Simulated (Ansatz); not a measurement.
Abridged Ansatz (a first-principles code) output:

```
Relaxation: its limit of steps is 50 (relax.max_steps)
Pseudopotential: Ba, paw, valence charge 10
Crystal: 1 atoms, lattice volume = 59.680 Å³
Basis set: ecut = 420 eV, 1157 PW (Γ), exchange–correlation on 60×60×60 points (8 copies of the dense FFT grid, shifted against one another)
Bands: 9, of which v1, the nominal top of the filled ones, is band 5 counted from 1 (4 counted from 0)
Symmetry: 48 space group operations
k-points: 220 of 6859
Functional: x = pbe(κ = 0.804, μ = 0.2195149727645171), c = pbe(β = 0.06672455060314922)
SCF iter   1: F=—  HF=-5949.554954 eV  |F-HF|=—  |Δ(HF+E_count)|=         —  Δρ=1.08e-3  dr2=9.90e-4  ethr=1.77e-3  ⟨swp⟩=7.6  Hψ=19670  notcnv=0
SCF iter   2: F=—  HF=-5949.555071 eV  |F-HF|=—  |Δ(HF+E_count)|=   1.17e-4  Δρ=7.60e-4  dr2=5.21e-4  ethr=9.90e-6  ⟨swp⟩=2.4  Hψ=4442  notcnv=0
SCF 1 converged in 8 iterations: F = -5949.555137 eV  dr2 = 4.94e-12
relax step   1: F+E_penalty+E_count = -5949.55513692 eV  Δ(F+E_penalty+E_count) = +0.000e0 eV  max|allowed force component| = 0.000e0 eV/Å  Δτ_max = 0.0000 Å  (8 SCF iters, accepted)
SCF converged after 8 iterations
Free energy (F): -5949.555137 eV
Internal energy: -5949.511665 eV  (E = F + TS)
E sigma→0 (E₀):  -5949.533401 eV
Entropy (-TS):   -0.043472 eV (-43.472 meV/atom)
Fermi energy:    6.260519 eV
--- Forces (eV/Å), atoms counted from 1 ---
  atom   1  Ba     0.00000000    -0.00000000    -0.00000000
--- Stress (GPa, compression-positive) ---
        0.569249      -0.000000      -0.000000
        0.000000       0.569249      -0.000000
        0.000000       0.000000       0.569249
  P = ⅓ Tr σ = 0.5692 GPa (5.692 kbar)
--- Relaxed structure (1 steps of the walk, 1 accepted, 0 SCFs on fresh bases) ---
  atoms:
    - { symbol: Ba, position: [0.0, 0.0, 0.0] }
```

### Question
What was computed, and what are the main results?

### Answer
Ba, 1 atom in the cell, with PBE in Ansatz (plane waves to 420 eV, PAW, no spin-orbit coupling). The last SCF converged to F = -5949.555137 eV, or -5949.5551 eV per atom, at a pressure of 0.57 GPa. The total energy compares only with runs of the same code, potentials and settings.

The cells carry an imposed strain or load. Stability against distortions was not tested. The cell was made from Ba in the bcc (W type) structure (space group Im-3m, No. 229) by this change: isotropic strain −2.00 %.

Keys are those of Ansatz 0.2.
